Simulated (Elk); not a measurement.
Worked example: self-consistent single point of LiAg3 (P1, 4 atoms in the cell) in Elk.

Level of theory: PBEsol, spin-orbit coupling in second variation, all-electron FP-LAPW, Elk's shipped species files, default APW+lo basis (Elk).

```yaml
crystal:
  lattice:
    - [-2.02192, 2.02192, 4.05030]
    - [2.02192, -2.02192, 4.05030]
    - [2.02192, 2.02192, -4.05030]
  atoms:
    - { symbol: Li, position: [0.00600, 0.00101, 0.98997] }
    - { symbol: Ag, position: [0.74978, 0.25491, 0.51020] }
    - { symbol: Ag, position: [0.24289, 0.75955, 0.50727] }
    - { symbol: Ag, position: [0.50133, 0.48453, 0.99255] }
```

Reference input (self-consistent single point, DFT, PBEsol, all-electron FP-LAPW, Elk's shipped species files, default APW+lo basis): xctype = 22; rgkmax = 7; stype = 0; swidth = 0.00999582 Ha; ngridk = 5 5 6; rmtscf = 0.95. This run's input differs from it in these lines:

```diff
@@ -6,2 +6,5 @@
 
+spinorb
+  .true.
+
 rgkmax
@@ -11,2 +14,8 @@
   0.95
+
+lmaxi
+  3
+
+nempty
+  10
```

Log, with long lists cut:

```
│ Self-consistent loop started │
│ Loop number : 1 │
 total energy                :     -15943.6292258
 total moment                :  -0.5942065670E-10  0.2397141830E-09  0.2777377180E-09
│ Loop number : 2 │
 total energy                :     -15941.8060593
 total moment                :  -0.1086025887E-09  0.5197293900E-10 -0.1116496530E-09
RMS change in Kohn-Sham potential (target) :    9.861701263     (  0.1000000000E-05)
Absolute change in total energy (target)   :    1.823166465     (  0.1000000000E-03)
│ Loop number : 3 │
 total energy                :     -16028.5767013
   [... lines left out ...]
 total energy                :     -15952.0000574
 total moment                :  -0.2981126254E-09 -0.1620449741E-09 -0.2593770768E-09
RMS change in Kohn-Sham potential (target) :   0.1929134798E-05 (  0.1000000000E-05)
Absolute change in total energy (target)   :   0.2822759743E-03 (  0.1000000000E-03)
│ Loop number : 19 │
 total energy                :     -15952.0000982
 total moment                :  -0.1437188609E-09 -0.2534766722E-09  0.1965359045E-09
RMS change in Kohn-Sham potential (target) :   0.9721894116E-06 (  0.1000000000E-05)
Absolute change in total energy (target)   :   0.2975260213E-04 (  0.1000000000E-03)
Convergence targets achieved

│ Loop number : 20 │

Energies :
 Fermi                       :     0.204738391838
 xc effective B-field        :    -0.398052424897E-20
 external B-field            :     -0.00000000000
 total energy                :     -15952.0001150
 (external B-field energy excluded from total)

Density of states at Fermi energy :    34.09232662
 (states/Hartree/unit cell)

Estimated indirect band gap :   0.1346436952E-02
 from k-point     85 to k-point     34
Estimated direct band gap   :   0.5792547047E-02
 at k-point     32

Charges :
 core                        :    84.00000000
 valence                     :    60.00000000
 interstitial                :    4.887669707
 muffin-tins (core leakage)
  species :    1 (Li)
   atom    1                 :    2.117138908     (   0.000000000    )
  species :    2 (Ag)
   [... lines left out ...]
   atom    2                 :  -0.2875568938E-10 -0.1249213782E-10 -0.9871009526E-11
   atom    3                 :  -0.3504568382E-10 -0.2757241738E-10 -0.1211721890E-10
 total in muffin-tins        :  -0.8803394345E-10 -0.7398267319E-10 -0.4830703084E-10
 total moment                :  -0.1732400519E-09 -0.1106242592E-09 -0.1893970475E-09

│ Self-consistent loop stopped │
```

The run converged in 20 iterations. The count includes the last loop, which Elk runs after its targets are met. 

The starting cell comes from a database of computed structures (which also holds hypothetical and non-ambient phases and stackings), without a prior relaxation at this level. Its atoms were displaced at random from the sites of space group no. 139. Values depend on the basis (sphere radii, cutoffs, local orbitals), which need not be converged. The log's line on a gap gives a spacing of levels on this mesh, which the program prints for metals too.

Cost on one core of a shared machine: roughly 6 min.
